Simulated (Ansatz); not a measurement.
**Pt under a change: tensor shear ε_xy = +0.29 %**

The parent structure is Pt in the fcc (Cu type) structure (space group Fm-3m, No. 225; a = 3.895 Å; relaxed with 0.1 eV smearing). Axes: x, y, z lie along the cube axes.

The change: tensor shear ε_xy = +0.29 % (engineering shear γ = 0.0058), atoms relaxed at fixed cell.

All numbers come from DFT with LDA, PAW potentials and a 420 eV plane-wave cutoff in Ansatz (an electronic-structure program), scalar-relativistic without spin-orbit coupling. Settings: 29×29×29 k-points, 0.1 eV Fermi–Dirac smearing.

The space group becomes Immm (No. 71) (base: Fm-3m (No. 225)) and the shortest interatomic distance shrinks by 0.008 Å to 2.746 Å. The energy stays essentially unchanged and the pressure (mean of the normal stresses, compression positive) remains 0.0 GPa. The band gap is still zero and the stress (xx, yy, zz, yz, xz, xy; compression positive) is (0.0, 0.0, 0.0, 0.0, 0.0, -0.5) GPa.

Cost of the whole job for the changed cell (relaxation, final SCF and bands): very roughly 70 core-seconds.

The cells carry an imposed strain or load. Whether these cells are dynamically stable was not tested. The final runs are not spin-polarised.
